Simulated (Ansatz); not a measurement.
# InP under a change: uniaxial stress, 5 GPa compression along z

The parent structure is InP in the zinc blende structure (space group F-43m, No. 216; a = 5.907 Å). Axes: x, y, z lie along the cube axes.

Perturbation: uniaxial stress, 5 GPa compression along z, with the cell and atoms free to relax against it.

All numbers come from r2SCAN (Ansatz, a quantum-chemistry and plane-wave program; PAW; 500 eV plane waves; no spin-orbit coupling), earlier PAW set. k-mesh 10×10×10 (Γ-centred); smearing 0.05 eV (Fermi–Dirac).

- Volume per atom = 24.92 Å³ (base 25.77 Å³)
- Space group = I-4m2 (No. 119) (base F-43m (No. 216))
- Energy relative to the base (free energy F) = +55 meV/atom
- Band gap = 0.71 eV (base 1.02 eV)
- Gap character = direct at Γ (base direct at Γ)
- Electron mass = 0.060 mₑ along z, 0.085 mₑ across (at Γ) (base 0.073 mₑ (at Γ))
- Hole mass = 0.061 mₑ along z, 0.42 mₑ across (at Γ)
- Valence-band top at Γ (three highest levels, from the VBM) = 0.00, -0.63, -0.63 eV (base 0.00, 0.00, 0.00 eV)
- Strain response (xx, yy, zz) = (+4.53, +4.53, −11.51) %

Final structure:

```
CELL_PARAMETERS angstrom
      0.00000     3.08754     2.61364
      3.08754     0.00000     2.61364
      3.08754     3.08754     0.00000
ATOMIC_POSITIONS crystal
  P  0.75000 0.75000 0.75000
  In 0.00000 0.00000 0.00000
```

Cost of the whole job for the changed cell (relaxation, final SCF and bands): roughly 4 core-minutes.

Effective masses come from finite differences of ±0.01 Å⁻¹. Beyond what the load breaks, stability against distortions was not tested. Labels are those of the standard path for the cell's own space group.
